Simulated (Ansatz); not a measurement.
# Zn (Fm-3m, No. 225, 1 atom in the cell; start mp-2646972; another form than the element's usual one)

The numbers are results of LDA (Ansatz, an electronic-structure program, PAW), not measurements.

Run with plane-wave cutoff 520 eV, 24×24×24 k mesh, Fermi–Dirac smearing 0.05 eV, scalar-relativistic PAW data made under PBE.

Cell (relaxed at this level):

```yaml
crystal:
  lattice:
    - [0.00000, 1.89088, 1.89088]
    - [1.89088, 0.00000, 1.89088]
    - [1.89088, 1.89088, 0.00000]
  atoms:
    - { symbol: Zn, position: [0.00000, 0.00000, 0.00000] }
```

```json
{
 "band_gap": "zero (no gap)",
 "bulk modulus B0": "99.7 GPa"
}
```

Note: the relaxation could not lower the start's symmetry, so the cell can be a saddle point above a distorted one; the bulk modulus is −V dP/dV from two relaxed cells at ±2 % in volume.

The computed numbers hold no vibrational or temperature effects.

A start named mp-… is a Materials Project structure, which need not be a measured phase.
